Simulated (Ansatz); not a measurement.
Levels about the gap of amorphous C60N6 (66 atoms in a cell of 614 Å³, 2.18 g/cm³; zone centre alone, so wide bands show as single levels with stretches between that a denser mesh fills), at the geometry that PBE-D3(BJ) relaxed, where it gives 0.0 GPa on a denser mesh. The participation number counts the atoms over which a state spreads; weights are charges in smoothed Voronoi cells. The levels come from a single point, so bond lengths are those of that geometry. Method of the levels: PBE-D3(BJ), scalar-relativistic without spin-orbit coupling (Ansatz, a program for electronic structure). Sampling: the zone centre alone; Fermi-Dirac width 0.05 eV; no spin polarisation. At PBE the levels at the filled edge of the gap are localised (band-tail or defect states). So small a spacing is near the smearing width and the bands' dispersion over the mesh, so it is a value of this cell and mesh.

Preparation: random packing, a CHGNet melt and quench, and a DFT relaxation. N atoms were pushed apart under 1.9 Å during the dynamics, to hinder bonds among them. The hot cell started wider than the set density and was brought back towards it in steps. It is the lowest in DFT energy of 2 quenches. It is a model cell: composition and starting density were chosen by hand, and all elements were melted together. The geometry includes D3(BJ) dispersion. A short ab initio anneal came between quench and relaxation. Its density started from a set value of 2.76 and ended at 2.18 g/cm³. Cooling (nominally 790 K/ps over its main leg) ran many orders faster than in experiment, which tends to leave more defects and strain. A cell of this size samples the disorder only roughly. The volume was free in the relaxation, at fixed shape. Stress components on the final sampling reach 6.5 GPa. On a 2×2×2 Γ-centred mesh force components of up to 0.22 eV/Å stay, since the relaxation ran on one k-point at (1/4, 1/4, 1/4).

```
E - E(highest filled), eV  filling  participation number       largest on  weight C  weight N
-------------------------  -------  --------------------  ---------------  --------  --------
-1.30                       filled                  33.2  N, 3 neighbours      0.84      0.16
-1.23                       filled                  30.7  C, 3 neighbours      0.93      0.07
-0.83                       filled                  31.2  C, 3 neighbours      0.96      0.04
-0.45                       filled                  31.4  C, 3 neighbours      0.93      0.07
-0.42                       filled                  26.5  C, 3 neighbours      0.91      0.09
-0.16                       filled                  17.6  C, 2 neighbours      0.89      0.11
0.00                        filled                   9.2  C, 3 neighbours      0.95      0.05
0.26                         empty                  15.4  C, 2 neighbours      0.88      0.12
0.61                         empty                  24.4  C, 3 neighbours      0.92      0.08
0.87                         empty                  20.5  C, 3 neighbours      0.88      0.12
0.98                         empty                  34.5  C, 3 neighbours      0.95      0.05
1.30                         empty                  23.0  C, 3 neighbours      0.93      0.07
1.40                         empty                  33.8  C, 3 neighbours      0.92      0.08
1.47                         empty                  42.9  C, 3 neighbours      0.92      0.08
```

Most localised among these is the filled level at +0.00 eV, on a C atom, which has 3 neighbours (N 1.32 Å, C 1.48 Å, C 1.50 Å).
